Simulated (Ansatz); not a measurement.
The parent structure is PbSe in the rock salt structure (space group Fm-3m, No. 225; a = 6.1780 Å).

All numbers come from DFT with r2SCAN, PAW potentials and a 500 eV plane-wave cutoff in Ansatz (an electronic-structure program), without spin-orbit coupling.

Strains are applied to the cell and any free atomic positions relax.

One change was made to it. Results:

The band gap increases by 0.21 eV (0.67 eV → 0.88 eV); the width of the top valence band shrinks by 0.51 eV, from 3.20 eV to 2.69 eV; the energy increases by 25 meV/atom.

Question: Which of these changes matches the shifts?
A) isotropic strain +2.50 %
B) isotropic strain +3.00 %
C) isotropic strain +2.00 %

Answer: A, isotropic strain +2.50 %. For comparison, the energy relative to the base in the other runs: isotropic strain +3.00 % gives +35 meV/atom; isotropic strain +2.00 % gives +16 meV/atom.

With Pb present, leaving out spin-orbit coupling can change the band edges. No phonon test of stability was made.
